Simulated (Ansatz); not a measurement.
CdSe under a change: pressure 9 GPa

Take CdSe in the wurtzite structure (space group P6_3mc, No. 186; a = 4.3827 Å, c = 7.1545 Å) as the base.

One thing is altered: cell and atoms relaxed at a pressure of 9 GPa.

Level of theory: plane-wave PAW DFT at the PBE level (Ansatz, an electronic-structure program, 420 eV), scalar-relativistic without spin-orbit coupling. Γ-centred 9×9×5 mesh, Fermi–Dirac width 0.05 eV.

```tsv
quantity	base	changed	shift
density	5.34 g/cm³	6.17 g/cm³	+0.83 g/cm³
lattice parameter a	438.3 pm	417.0 pm	-21.24 pm
c/a ratio	1.632	1.640	+0.008
shortest interatomic distance	268.2 pm	255.7 pm	-12.5 pm
enthalpy H = E + PV relative to the base's energy	–	+1.54 eV/atom	–
band gap	0.54 eV	0.85 eV	+0.302 eV
gap character	direct at Γ	direct at Γ	–
width of the top valence band	1.56 eV	2.01 eV	+0.455 eV
electron mass	–	0.075 mₑ along c, 0.080 mₑ across (at Γ)	–
valence-band top at Γ (three highest levels, from the VBM)	0.00, 0.00, -0.04 eV	0.00, 0.00, -0.09 eV	–
```

Final structure:

```
CdSe
1.0
    4.17036     0.00000     0.00000
   -2.08518     3.61164     0.00000
    0.00000     0.00000     6.84006
Cd Se
2 2
Cartesian
  2.08518   1.20388  -0.00224
  0.00000   2.40776   3.41779
  2.08518   1.20388   4.27864
  0.00000   2.40776   0.85861
```

Load acts through the strain it causes; cell and atoms are relaxed under it. Effective masses come from finite differences of ±0.01 Å⁻¹. No phonon test of stability was made. Measured, CdSe leaves this structure (for rock salt) near 2.72 GPa (temperature not stated; as listed in Datta, Sujoy, Jana, Debnarayan, arXiv (2020)), on rising pressure, with hysteresis.
